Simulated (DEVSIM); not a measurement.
System: Pt/AlN/n-Si capacitor, at 250 K.

Layer 1 from the left is AlN, thickness (nm) 3.70. Layer 2 from the left is Si, thickness (nm) 2000, Nd (cm⁻³) 8.5e16.

Metal gate on the left, work function 5.6 eV. Fixed charge at the semiconductor interface 3.7e11 cm⁻² (in units of +e); no interface traps.

The device is made up for the run: typed textbook-type constants, with dimensions and the other settings drawn at random. Values at 300 K; Nc and Nv go as T^1.5, mobilities as T to minus their exponent, the gap by Varshni's rule with the affinity fixed.

AlN: gap (eV) 6.1, affinity (eV) 1.9, permittivity 8.5. Si: gap (eV) 1.124, affinity (eV) 4.05, permittivity 11.7, Nc (cm⁻³) 2.86e19, Nv (cm⁻³) 3.1e19, Varshni α (eV/K) 0.000473, Varshni β (K) 636.

Task: Estimate by hand the flat-band voltage, the threshold voltage, and compare with a numerical solution.

Result: 
- Flat-band voltage: C = 2.03 μF/cm², work-function difference 1.431 V; VFB = φms − qNf/C = 1.40 V; numerical 1.40 V.
- Threshold voltage: φF = 0.448 V, depletion charge √(4εqNφF) = 1.59e-7 C/cm²; VT = VFB − 2φF − Qd/C = 0.43 V; numerical 0.43 V.

Simulated with DEVSIM: 1D Poisson equation in equilibrium, Boltzmann statistics, complete ionisation; no quantum confinement or tunnelling. Metal contacts follow the ideal Schottky-Mott rule: no Fermi-level pinning, no interface dipoles.
